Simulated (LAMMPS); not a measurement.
Simulation of a free-standing liquid film of Mo, 1078 atoms, at 3910 K.

All values are model results, not measurements: classical MD, pair style meam, file MoCoNiVFeAlCr_2nn.meam (LAMMPS).

```csv
z (Å),number density (Å⁻³)
-21.84,0.0000
-20.84,0.0008
-19.83,0.0053
-18.83,0.0208
-17.82,0.0423
-16.82,0.0511
-15.82,0.0543
-14.81,0.0545
-13.81,0.0562
-12.80,0.0547
-11.80,0.0553
-10.80,0.0545
-9.790,0.0552
-8.790,0.0554
-7.780,0.0550
-6.780,0.0547
-5.770,0.0549
-4.770,0.0545
-3.770,0.0555
-2.760,0.0544
-1.760,0.0549
-0.7500,0.0554
0.2500,0.0546
1.260,0.0555
2.260,0.0552
3.260,0.0548
4.270,0.0551
5.270,0.0550
6.280,0.0551
7.280,0.0557
8.280,0.0542
9.290,0.0555
10.29,0.0554
11.30,0.0549
12.30,0.0555
13.31,0.0550
14.31,0.0553
15.31,0.0547
16.32,0.0510
17.32,0.0429
18.33,0.0204
19.33,0.0045
20.33,0.0005
21.34,0.0000
```

Main features:
- number density in the middle: 0.0550 Å⁻³
